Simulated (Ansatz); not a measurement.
Pressure series in In2Si2O7

Take In2Si2O7 (space group C2/m, No. 12; a = 6.6320 Å, b = 8.6496 Å, c = 4.7251 Å, α = γ = 90.00°, β = 102.67°) as the base.

Cell and atoms are relaxed at each pressure.

All numbers come from PBEsol (Ansatz, a first-principles code, PAW, without spin-orbit coupling).

Candidates:
(a) pressure 3 GPa
(b) pressure 5 GPa
(c) pressure 7.5 GPa

Before the change:

```
Item       Result
--------  -------
Band gap  2.87 eV
```

Q: Order them by band gap, lowest first.

A: (a) pressure 3 GPa (3.01 eV), (b) pressure 5 GPa (3.09 eV), (c) pressure 7.5 GPa (3.19 eV)

Load acts through the strain it causes; cell and atoms are relaxed under it. Stability against distortions was not tested. No other phases were tried under pressure.
